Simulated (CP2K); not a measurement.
Band structure of MgSe (Fm-3m, 2 atoms in the cell).

```
CELL_PARAMETERS angstrom
      3.86607     0.00000     0.00000
      1.93304     3.34812     0.00000
      1.93304     1.11604     3.15663
ATOMIC_POSITIONS crystal
  Mg 0.00000 0.00000 0.00000
  Se 0.50000 0.50000 0.50000
```

Computed with PBE, GPW, TZVP-MOLOPT-SR-GTH basis, GTH-PBE potentials (GTH_POTENTIALS) run with CP2K.

Settings: CUTOFF = 400 Ry; REL_CUTOFF = 50 Ry; SMEAR/METHOD = FERMI_DIRAC; ELECTRONIC_TEMPERATURE = 116.05 K; KPOINTS/SCHEME = MONKHORST-PACK 7 7 7; XC_FUNCTIONAL = PBE; Mg/BASIS_SET = TZVP-MOLOPT-SR-GTH-q2; Mg/POTENTIAL = GTH-PBE-q2; Se/BASIS_SET = TZVP-MOLOPT-SR-GTH-q6; Se/POTENTIAL = GTH-PBE-q6; METHOD = GPW; EPS_DEFAULT = 1e-10; EXTRAPOLATION = USE_GUESS; NGRIDS = 5.

The starting cell comes from a database of computed structures (which also holds hypothetical and non-ambient phases and stackings), without a prior relaxation at this level. Values carry the incompleteness of an atom-centred basis.

Task: Predict the gap along the standard path and the places of the band edges.

Result: The gap along the path is 1.83 eV, from a point between K and Γ to X; the smallest direct gap on it is 2.52 eV.

Levels in eV from the top of the valence band on the SCF mesh, bands 1 to 5:
```csv
point,1,2,3,4,5
Γ,-12.89,0.00,0.00,0.00,2.52
X,-11.43,-4.24,-1.77,-1.77,1.83
W,-11.40,-3.28,-3.28,-2.51,4.66
K,-11.44,-3.74,-3.30,-1.40,3.24
L,-11.77,-4.90,-0.51,-0.51,4.02
U,-11.44,-3.74,-3.30,-1.40,3.24
```

Higher empty bands are left out: an atom-centred basis made for the valence describes them poorly.
